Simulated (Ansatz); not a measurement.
The starting structures come from a database of crystals and need not be the phases stable at ambient conditions.

Consider the following.

```
O2Si
1.0
    4.11412     0.00000     0.00000
    0.00000     5.08125     0.00000
    0.00000     0.00000     4.52716
Si O
4 8
Direct
  0.50000   0.65231   0.75000
  0.50000   0.34769   0.25000
  0.00000   0.84769   0.25000
  0.00000   0.15231   0.75000
  0.73090   0.38242   0.57997
  0.26910   0.61758   0.42003
  0.76910   0.11758   0.07997
  0.23090   0.88242   0.92003
  0.23090   0.11758   0.42003
  0.76910   0.88242   0.57997
  0.26910   0.38242   0.92003
  0.73090   0.61758   0.07997
```

Space group of this cell: Pbcn. The cell is taken as given; by r2SCAN its mean pressure is -9.7 GPa.

Calculation: r2SCAN (plane waves, PAW; Ansatz, a program for electronic structure).

The current runs along the normal of the first two printed vectors; no spin-orbit coupling. Scaled by the factor s: the length along the current (ions clamped). Meshes 8×6×8 and 8×6 across the current in all rows.

```csv
s,mean pressure (GPa),slowest mid-gap decay constant κ (1/Å)
0.97,1.0,?
1.00,-9.7,0.398
1.03,-18.4,0.371
```

Problem. Take the slope of the slowest mid-gap decay constant κ against ln s from the two given rows, extrapolate to s = 0.97, and say what the run there gives.

Solution. Slope = (0.371 − 0.398) / ln 1.03 = -0.913 1/Å. The line gives 0.398 + (-0.913) × ln 0.97 = 0.426 1/Å. The run gives 0.426 1/Å, as the line does.
